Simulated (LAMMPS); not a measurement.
Pressure dependence of Al (fcc) at 1210 K, from the melt.

Computed with classical MD, pair style eam/fs, file Al_mm.eam.fs, run in LAMMPS.

```
P (GPa)   state                  volume       coordination number  self-diffusion coefficient of Al (not corrected for cell size)
-------  ------  ----------------------  ------------------------  --------------------------------------------------------------
0        liquid  19.275 ± 0.003 Å³/atom  12.6 (counted to 3.90 Å)                                     (1.10 ± 0.03) × 10^-4 cm²/s
2        liquid  18.395 ± 0.002 Å³/atom  12.8 (counted to 3.86 Å)                                     (8.73 ± 0.07) × 10^-5 cm²/s
5        liquid  17.441 ± 0.002 Å³/atom  13.0 (counted to 3.82 Å)                                       (7.0 ± 0.1) × 10^-5 cm²/s
```

Caution (rows 2; 5): a run this short can hold a crystal over, or a liquid under, the potential's own melting point, which these runs don't give.

Estimate the isothermal bulk modulus at zero pressure. A parabola P(ln V) through the three points gives −dP/d ln V = 36 GPa at zero pressure.

States go by the mean squared displacement: a species diffuses where it passes 1.5 Å², still rises and gives D over 1e-6 cm²/s; a crystal has left its structure where atoms lie 0.35 Å off their sites on average or a cubic box changes its shape by 3 %, or the axial ratios of another lie 8 % off the starting cell's, which the potential's own relaxation can also do.

Errors of D are the spread over four groups of atoms in one short run; a floor of about 5 %, a picked value, is safer.

Uncertainties are statistical and leave out the potential's own error.
